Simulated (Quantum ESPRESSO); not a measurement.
**Short convergence ladders for DyCu (P4mm, 2 atoms in the cell)**

```yaml
crystal:
  lattice:
    - [3.45326, 0.00000, 0.00000]
    - [0.00000, 3.45326, 0.00000]
    - [0.00000, 0.00000, 3.45326]
  atoms:
    - { symbol: Dy, position: [0.00000, 0.00000, 0.01448], spin: 5.0 }
    - { symbol: Cu, position: [0.50000, 0.50000, 0.50000] }
```
(The spins are starting values, not results.)

Base method: LDA (PZ), SSSP 1.1.2 efficiency (PBE) pseudopotentials (plane waves; Quantum ESPRESSO).

Base settings: ecutwfc = 50 Ry; ecutrho = 400 Ry; occupations = smearing; smearing = fermi-dirac; degauss = 0.0073499 Ry; nspin = 2; input_dft = pz; potentials = {Dy: Dy.GGA-PBE-paw-v1.0.UPF, Cu: Cu_pbe_v1.2.uspp.F.UPF}; K_POINTS = automatic 4 4 4 0 0 0; conv_thr = 1e-10 Ry.

The count of work is k-points × plane waves × bands × iterations; it is no time. 

**The plane-wave cutoff**

Moved along: ecutrho.

The mesh stays at the base's, so the ladder's end is converged at best in this setting alone.

Only quantities that move along the ladder and can be compared are tabulated.

| ecutwfc | free energy less the last step's (meV/atom) | pressure (GPa) | largest difference of a force vector from the last step's (eV/Å) | net moment (μB/atom) | count of work / last |
|---|---|---|---|---|---|
| 17.5 Ry | 55340.69 | -1819.85 | 0.152 | 2.290 | 0.25 |
| 20 Ry | 22573.94 | -848.88 | 0.180 | 2.355 | 0.16 |
| 22 Ry | 11021.12 | -458.90 | 0.209 | 2.335 | 0.15 |
| 28 Ry | 1244.12 | -75.99 | 0.002 | 2.330 | 0.20 |
| 50 Ry | 21.66 | -6.41 | 0.000 | 2.325 | 0.46 |
| 88 Ry | 0.00 | -6.03 | 0.000 | 2.325 | 1.0 |

Coarsest ecutwfc that holds the pressure within 1 GPa of the last step, with all finer ones: 50 Ry; the step before is off by 70 GPa.

Coarsest ecutwfc that holds the free energy within 5 meV/atom: not settled: the last two steps still differ by 22 meV/atom, over half the tolerance, so the ladder does not show it.

Coarsest ecutwfc that holds the net moment within 0.02 μB/atom of the last step, with all finer ones: 22 Ry, at 0.15 of the last step's count of work; the step before is off by 0.030 μB/atom.

At the lowest cutoff the pressure lies 1810 GPa under the last step's, the usual sign of Pulay stress in an incomplete plane-wave basis.

**The density cutoff**

The mesh stays at the base's, so the ladder's end is converged at best in this setting alone.

Only quantities that move along the ladder and can be compared are tabulated.

| ecutrho | free energy less the last step's (meV/atom) | pressure (GPa) | largest difference of a force vector from the last step's (eV/Å) |
|---|---|---|---|
| 100 Ry | -16.36 | -5.55 | 0.010 |
| 200 Ry | 0.04 | -6.39 | 0.000 |
| 300 Ry | 0.03 | -6.38 | 0.000 |
| 400 Ry | -0.01 | -6.41 | 0.000 |
| 800 Ry | 0.00 | -6.41 | 0.000 |

Coarsest ecutrho that holds the free energy within 2 meV/atom of the last step, with all finer ones: 200 Ry; the step before is off by 16 meV/atom.

Coarsest ecutrho that holds the forces within 0.005 eV/Å of the last step, with all finer ones: 200 Ry; the step before is off by 0.010 eV/Å.

Coarsest ecutrho that holds the pressure within 0.1 GPa of the last step, with all finer ones: 200 Ry; the step before is off by 0.86 GPa.

On the base run: the starting cell comes from a database of computed structures (which also holds hypothetical and non-ambient phases and stackings), without a prior relaxation at this level. Its lattice was rescaled by up to half a per cent. One atom was moved a little off its site on purpose. With one magnetic atom in the cell only a parallel order is possible. With U or open f shells several self-consistent states can exist. The f electrons are in the valence without U or exact exchange, which can misplace them near the Fermi level. Spin-orbit terms, which matter for f shells, are left out. In the base run, with a pressure of about -6 GPa the cell is away from its equilibrium volume at this level. Without a gap this mesh is coarse (it stands for a supercell whose shortest vector is 14 Å).
